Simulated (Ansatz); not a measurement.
We consider PdTe (P6₃/mmc, No. 194, 4 atoms in the cell; start mp-564), described by PBEsol (Ansatz, a program for electronic structure, plane waves, PAW).

Settings: plane-wave cutoff 520 eV, 18×18×10 k mesh (along the axes of the cell as run), Fermi–Dirac smearing 0.05 eV, scalar-relativistic PAW data made under PBE.

Cell (relaxed at this level):

PdTe has the hexagonal space group P6₃/mmc (No. 194), the NiAs type structure, Pearson symbol hP4. Lattice parameters: a = b = 4.1582 Å, c = 5.6149 Å, α = β = 90.00°, γ = 120.00°. Te on 2c has 6 Pd at 2.781 Å. Pd on 2a has 6 Te at 2.781 Å and 2 Pd at 2.807 Å. (Neighbours: up to the widest gap in distance over summed covalent radii, below 1.35, at either atom; cation-cation and far metal-metal contacts left out.)

Question: Estimate the bulk modulus B0 that the calculation returns.

Answer: 
- bulk modulus B0: 116 GPa

The run finds no gap.

Note: the bulk modulus is −V dP/dV from two relaxed cells at ±2 % in volume; the relaxation could not lower the start's symmetry, so the cell can be a saddle point above a distorted one.

Spin–orbit coupling is not included; it can open a gap where bands touch, and shift volumes and moduli.

A start named mp-… is a Materials Project structure, which need not be a measured phase.
